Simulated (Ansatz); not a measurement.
Base system: PbTe in the rock salt structure (space group Fm-3m, No. 225).

```cif
data_Pb4Te4
_chemical_formula_sum 'Te4 Pb4'
_space_group_name_H-M_alt 'Fm-3m'
_space_group_IT_number 225
_space_group_name_Hall '-F 4 2 3'
_cell_length_a 6.44238
_cell_length_b 6.44238
_cell_length_c 6.44238
_cell_angle_alpha 90.000
_cell_angle_beta 90.000
_cell_angle_gamma 90.000
loop_
_atom_site_label
_atom_site_type_symbol
_atom_site_symmetry_multiplicity
_atom_site_Wyckoff_symbol
_atom_site_fract_x
_atom_site_fract_y
_atom_site_fract_z
_atom_site_occupancy
Te1 Te 4 a 0.00000 0.00000 0.00000 1
Pb1 Pb 4 b 0.50000 0.50000 0.50000 1
```
(The calculation used a cell of 2 atoms; values per cell refer to that cell.)

Method: Kohn–Sham DFT with the PBEsol functional, run in Ansatz (a first-principles code) with PAW and 420 eV plane waves, no spin-orbit coupling, earlier PAW set.

Base values:

| Item | Result |
|---|---|
| Band gap | 0.65 eV |
| Electron mass | 0.26 mₑ along k, 0.098 mₑ across (at L) |

Perturbation: a hydrostatic pressure of 1.5 GPa.

Question: What does the calculation give for the band gap after the change?

Answer: The band gap decreases by 0.07 eV, from 0.65 eV to 0.58 eV.

Question: Estimate the effect on the electron mass.

Answer: The electron mass changes from 0.26 mₑ along k, 0.098 mₑ across (at L) to 0.24 mₑ along k, 0.097 mₑ across (at L).

Spin-orbit coupling, missing from the scalar runs, can matter with Pb and Te. Load acts through the strain it causes; cell and atoms are relaxed under it. Effective masses come from finite differences of ±0.01 Å⁻¹. Along k means along the line from Γ to the band edge. Stability against distortions was not tested.
